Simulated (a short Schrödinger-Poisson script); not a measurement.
System: gated Al0.3Ga0.7N/GaN polarisation-induced gas, at 300 K.

| layer | material | thickness (nm) | Na (cm⁻³) |
|---|---|---|---|
| 1 | Al0.3Ga0.7N | 10 | - |
| 2 | GaN | 6000 | 2e14 |

The device is made up for the run: typed textbook-type constants, with dimensions and the other settings drawn at random. Al0.3Ga0.7N: permittivity 9.32, conduction-band edge (eV) 0.414, gap (eV) 4.021, electron mass (mₑ) 0.236, Nv at 300 K (cm⁻³) 4.6e19. GaN: permittivity 9.5, conduction-band edge (eV) 0, gap (eV) 3.43, Nv at 300 K (cm⁻³) 4.6e19.

Channel valleys (confinement mass, in-plane density-of-states mass, number): Γ 0.2, 0.2, 1. At the gate the conduction-band edge of layer 1 lies 1.23 eV − eVg above the Fermi level of the channel; the field vanishes at the back. Sheet of polarisation charge: +1.5e13 e/cm² at 10 nm from the gate. The barrier under the gate holds no holes. Gaps are held at their typed values at every temperature. Mesh 0.08 nm at interfaces.

Solved with a short Schrödinger-Poisson script written for these runs: 1D Poisson equation in equilibrium, electrons quantum, Hartree (BenDaniel-Duke, 40 states a valley, the channel's in-plane mass for all, wave functions free to enter the barrier), parabolic valleys, classical holes, full ionisation, no traps, pinning or gate leakage.

The same stack at other levels of the model or other numerical settings:

```
run                                                                  sheet density of all electrons at Vg = 0.5 V (cm⁻²)  sheet density of all electrons at Vg = -1 V (cm⁻²)  capacitance at Vg = 0.5 V (μF/cm²)  centroid of the channel electrons at Vg = 0.5 V (nm)  rough cost against the base
-------------------------------------------------------------------  ---------------------------------------------------  --------------------------------------------------  ----------------------------------  ----------------------------------------------------  ---------------------------
base                                                                                                             1.14e13                                             4.50e12                               0.761                                                  2.29                      about 1
electrons treated as classical, Boltzmann                                                                        1.25e13                                             5.05e12                               0.804                                                  1.00                         0.02
electrons treated as classical, Fermi-Dirac                                                                      1.14e13                                             4.68e12                               0.733                                                  2.00                          0.1
electrons treated as quantum, Hartree plus LDA exchange-correlation                                              1.16e13                                             4.66e12                               0.766                                                  2.06                            2
mesh six times as coarse                                                                                         1.14e13                                             4.50e12                               0.761                                                  2.21                          0.3
one subband a valley                                                                                             1.13e13                                             4.47e12                               0.754                                                  1.59                          0.6
```

The classical rows ignore confinement, and Boltzmann statistics overrate the density once the band edge passes the Fermi level.
